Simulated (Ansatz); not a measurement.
Input and output of a zone-centre phonon calculation for Y2CN2O2 (P-3m1, 7 atoms in the cell) (Ansatz, a quantum-chemistry and plane-wave program).

Method of the run: LDA (PW92), default PAW files made with PBE (plane waves; Ansatz).

```
Y2C(NO)2
1.0
    3.71748     0.00000     0.00000
   -1.85874     3.21944     0.00000
    0.00000     0.00000     8.20970
Y C N O
2 1 2 2
Cartesian
  0.00000   2.14629   5.56224
  1.85874   1.07314   2.64747
  0.00000   0.00000   0.00000
  0.00000   0.00000   1.23269
  0.00000   0.00000   6.97702
  0.00000   2.14629   3.25646
  1.85874   1.07314   4.95324
```

Reference input (self-consistent single point, DFT, LDA (PW92), plane waves, default PAW files made with PBE): basis.ecutwfc = 420 eV; kpoints.mp_grid.grid = 8 8 3; hamiltonian.xc = lda; hamiltonian.pseudopotentials = {kind: paw} (the program's default PAW files); scf.occupations.method = fermi_dirac; scf.occupations.width = 0.01 eV. This run's input differs from it in these lines:

Ansatz 0.2 input:
```diff
@@ -21,7 +21,7 @@
 scf:
-  occupations: { method: fermi_dirac, width: 0.01 eV }
-output:
-  forces: true
-  eigenvalues: true
-  stress: true
+  occupations: { method: fixed }
+phonons:
+  method: dfpt
+  dielectric: true
+  rigid_motions: translations
```

Output (repeated stretches shortened):

```
SCF iter   1: F=—  HF=-9603.114254 eV  |F-HF|=—  |Δ(HF+E_count)|=         —  Δρ=1.31e-2  dr2=1.86e-1  ethr=1.77e-3  ⟨swp⟩=4.2  Hψ=6292  notcnv=0  defer=262
all-band conjugate gradients solve this SCF's bands
preconditioner: auto → Resta (q_TF=auto, 2.421 Å⁻¹)
SCF iter   2: F=—  HF=-9603.067966 eV  |F-HF|=—  |Δ(HF+E_count)|=   4.63e-2  Δρ=4.89e-3  dr2=2.10e-2  ethr=3.87e-4  ⟨swp⟩=2.0  Hψ=2953  notcnv=0  defer=262
   [... lines left out ...]
SCF iter   7: F=—  HF=-9603.062355 eV  |F-HF|=—  |Δ(HF+E_count)|=   1.02e-6  Δρ=1.40e-5  dr2=2.23e-7  ethr=1.09e-8  ⟨swp⟩=2.0  Hψ=2538  notcnv=0  defer=141
SCF iter   8: F=—  HF=-9603.062355 eV  |F-HF|=—  |Δ(HF+E_count)|=   3.45e-7  Δρ=3.54e-6  dr2=1.17e-8  ethr=4.64e-10  ⟨swp⟩=2.1  Hψ=2334  notcnv=0  defer=141
SCF iter   9: F=—  HF=-9603.062355 eV  |F-HF|=—  |Δ(HF+E_count)|=   7.93e-9  Δρ=6.95e-7  dr2=3.36e-10  ethr=2.44e-11  ⟨swp⟩=2.8  Hψ=2864  notcnv=0  defer=141
SCF iter  10: F=-9603.062355 eV  HF=-9603.062355 eV  |F-HF|=1.09e-11  |Δ(HF+E_count)|=  8.00e-11  Δρ=1.38e-7  dr2=1.89e-11  ethr=1.00e-12  ⟨swp⟩=14.2  Hψ=10539  notcnv=0
SCF 1 converged in 10 iterations: F = -9603.062355 eV  dr2 = 1.89e-11
DFPT response loops at Γ: preconditioner auto → Resta (q_TF=auto, 2.421 Å⁻¹)  ε∞=4.0 (no band partly filled) …
── the response to a field inside a basis, on 8×8×4 k-points: an SCF that follows is theirs, and a resumed run solves both again ──
Crystal: 7 atoms, lattice volume = 98.255 Å³
Bands: 25, of which v1, the nominal top of the filled ones, is band 24 counted from 1 (23 counted from 0)
k-points: 72 of 256 (irreducible under 4 space group operations)
Initial density: handed on by an earlier stage of this run
Initial wavefunctions: pseudopotential atomic-orbital guess (no wavefunctions were taken with the density)
   [... lines left out ...]
Free energy (F): -9603.062355 eV
Fermi energy:    6.847054 eV
   [... lines left out ...]
        122.13      2             0.0000
        181.17      1             7.9393
        213.78      2             0.0000
   [... 12 lines left out ...]
  optical modes at Γ + LO–TO along q̂ = [0.0000, 0.0000, 1.0000]:
      ω (cm⁻¹)  modes    IR ((D/Å)²/amu)
        122.13      2             0.0000
        181.17      2            15.8787
        213.78      2             0.0000
   [... 9 lines left out ...]
```

The run converged in 14 iterations. 

Summary of the result:
- Free energy E − TS (on the zero of these files) = -9603.0624 eV
- Top of the valence band (on the code's own zero) = 6.85 eV
- Gap on the k-point mesh = 3.70 eV
- Zone-centre frequencies (cm⁻¹; negative means imaginary) = 0, 0, 0, 122, 122, 181, 181, 214, 214, 235, 252, 399, 399, 421, 454, 454, 454, 648, 648, 1293, 2091
- ε∞ at this k-point mesh, which may be far from converged in small-gap cells (xx, yy, zz) = 3.67, 3.67, 4.96
- Born charges at this mesh (mean of the diagonal, e) = Y 3.83, Y 3.83, C 1.57, N -2.07, N -2.07, O -2.55, O -2.55

The starting cell comes from a database of computed structures (which also holds hypothetical and non-ambient phases and stackings), without a prior relaxation at this level. Its lattice was rescaled by up to half a per cent. The frequencies listed for the zone centre hold no LO-TO term.

Cost on one core of a shared machine: roughly 5 min.
